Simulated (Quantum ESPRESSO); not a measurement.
Worked example: self-consistent single point of CsLiBr₂ (P4/nmm, 8 atoms in the cell) in Quantum ESPRESSO.

Level of theory: LDA (PW92), PseudoDojo standard norm-conserving (LDA) pseudopotentials (plane waves; Quantum ESPRESSO).

The change in words: lattice scaled by 0.98. Reference geometry:
```xyz
8
Lattice="5.1812 0.0000 0.0000 0.0000 5.1812 0.0000 0.0000 0.0000 9.9301" Properties=species:S:1:pos:R:3 pbc="T T T"
Cs     0.0000     2.5906     2.9793
Cs     2.5906     0.0000     6.9507
Li     2.5906     0.0000     0.8190
Li     0.0000     2.5906     9.1110
Br     0.0000     2.5906     6.6126
Br     2.5906     0.0000     3.3174
Br     0.0000     0.0000     0.0000
Br     2.5906     2.5906     0.0000
```

Reference input (self-consistent single point, DFT, LDA (PW92), plane waves, PseudoDojo standard norm-conserving (LDA) pseudopotentials): ecutwfc = 75 Ry; occupations = fixed; potentials = {Cs: Cs.upf, Li: Li.upf, Br: Br.upf}; K_POINTS = automatic 3 3 2 0 0 0; nbnd = 30; conv_thr = 1e-09 Ry; mixing_beta = 0.7. This run's input differs from it in these lines:

```diff
@@ -10,4 +10,4 @@
    ibrav = 6
-   celldm(1) = 9.791124586
-   celldm(3) = 1.91654121407
+   celldm(1) = 9.595301716
+   celldm(3) = 1.91654132895
    nat = 8
```

Output (repeated stretches shortened):

```
     Self-consistent Calculation

     iteration #  1     ecut=    75.00 Ry     beta= 0.70

     Threshold (ethr) on eigenvalues was too large:
     Diagonalizing with lowered threshold

     total energy              =    -249.43680984 Ry
     estimated scf accuracy    <       0.13549934 Ry

     iteration #  2     ecut=    75.00 Ry     beta= 0.70

     total energy              =    -249.47451540 Ry
     estimated scf accuracy    <       0.03714486 Ry

     iteration #  3     ecut=    75.00 Ry     beta= 0.70

     total energy              =    -249.48225899 Ry
     estimated scf accuracy    <       0.00194236 Ry

   [... 4 blocks of this kind left out ...]

     iteration #  8     ecut=    75.00 Ry     beta= 0.70

     total energy              =    -249.48302077 Ry
     estimated scf accuracy    <          3.7E-09 Ry

     iteration #  9     ecut=    75.00 Ry     beta= 0.70
     End of self-consistent calculation

     highest occupied, lowest unoccupied level (ev):     2.1907    6.3390

!    total energy              =    -249.48302078 Ry
     estimated scf accuracy    <          3.0E-10 Ry

     convergence has been achieved in   9 iterations

     Forces acting on atoms (cartesian axes, Ry/au):

     atom    1 type  1   force =     0.00000000    0.00000000   -0.00054843
     atom    2 type  1   force =     0.00000000    0.00000000    0.00054843
     atom    3 type  2   force =     0.00000000    0.00000000   -0.00010400
     atom    4 type  2   force =     0.00000000    0.00000000    0.00010400
     atom    5 type  3   force =     0.00000000    0.00000000   -0.00111938
     atom    6 type  3   force =     0.00000000    0.00000000    0.00111938
   [... lines left out ...]

     Total force =     0.001769     Total SCF correction =     0.000019

          total   stress  (Ry/bohr**3)                   (kbar)     P=       -9.16
  -0.00006437   0.00000000   0.00000000           -9.47        0.00        0.00
   0.00000000  -0.00006437   0.00000000            0.00       -9.47        0.00
   0.00000000   0.00000000  -0.00005802            0.00        0.00       -8.53

   JOB DONE.
```

The run converged in 9 iterations. Against the reference run the free energy goes down by 17.1 meV/atom, the pressure goes from -1.82 to -0.92 GPa, the largest force goes from 0.072 to 0.029 eV/Å and the gap on the mesh goes from 4.015 to 4.148 eV.

The starting cell comes from a database of computed structures (which also holds hypothetical and non-ambient phases and stackings), without a prior relaxation at this level. For this run, on top of that: lattice scaled by 0.98.

Cost on one core of a shared machine: roughly 40 s.
